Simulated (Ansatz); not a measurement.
Abridged Ansatz (a quantum-chemistry and plane-wave program) output:

```
Relaxation: its limit of steps is 50 (relax.max_steps)
Pseudopotential: Rb, paw, valence charge 9
Crystal: 1 atoms, lattice volume = 83.896 Å³
Basis set: ecut = 420 eV, 1601 PW (Γ), exchange–correlation on 64×64×64 points (8 copies of the dense FFT grid, shifted against one another)
Bands: 9, of which v1, the nominal top of the filled ones, is band 5 counted from 1 (4 counted from 0)
Symmetry: 48 space group operations
k-points: 165 of 4913
Functional: x = pbesol(κ = 0.804, μ = 0.12345679012345678), c = pbesol(β = 0.046)
SCF iter   1: F=—  HF=-3217.005863 eV  |F-HF|=—  |Δ(HF+E_count)|=         —  Δρ=6.28e-4  dr2=1.20e-4  ethr=1.77e-3  ⟨swp⟩=7.2  Hψ=12459  notcnv=0
SCF iter   2: F=—  HF=-3217.006479 eV  |F-HF|=—  |Δ(HF+E_count)|=   6.17e-4  Δρ=2.87e-4  dr2=2.48e-5  ethr=1.33e-6  ⟨swp⟩=3.3  Hψ=4078  notcnv=0
SCF 1 converged in 8 iterations: F = -3217.006492 eV  dr2 = 3.93e-11
relax step   1: F+E_penalty+E_count = -3217.00649176 eV  Δ(F+E_penalty+E_count) = +0.000e0 eV  max|allowed force component| = 0.000e0 eV/Å  Δτ_max = 0.0000 Å  (8 SCF iters, accepted)
SCF converged after 8 iterations
Free energy (F): -3217.006492 eV
Internal energy: -3216.977141 eV  (E = F + TS)
E sigma→0 (E₀):  -3216.991816 eV
Entropy (-TS):   -0.029351 eV (-29.351 meV/atom)
Fermi energy:    2.220498 eV
--- Forces (eV/Å), atoms counted from 1 ---
  atom   1  Rb    -0.00000000     0.00000000    -0.00000000
--- Stress (GPa, compression-positive) ---
        0.093045      -0.000000       0.000000
       -0.000000       0.093045       0.000000
        0.000000       0.000000       0.093045
  P = ⅓ Tr σ = 0.0930 GPa (0.930 kbar)
--- Relaxed structure (1 steps of the walk, 1 accepted, 0 SCFs on fresh bases) ---
  atoms:
    - { symbol: Rb, position: [0.0, 0.0, 0.0] }
```

Question: What was computed, and what are the main results?

Answer: Rb, 1 atom in the cell, with Ansatz, PBEsol, PAW, cutoff 420 eV, no spin-orbit coupling. The last SCF converged to F = -3217.006492 eV, or -3217.0065 eV per atom, at a pressure of 0.09 GPa. The total energy compares only with runs of the same code, potentials and settings.

The cells carry an imposed strain or load. Stability against distortions was not tested. The cell was made from Rb in the bcc (W type) structure (space group Im-3m, No. 229) by this change: isotropic strain −1.00 %.

Keys are those of Ansatz 0.2.
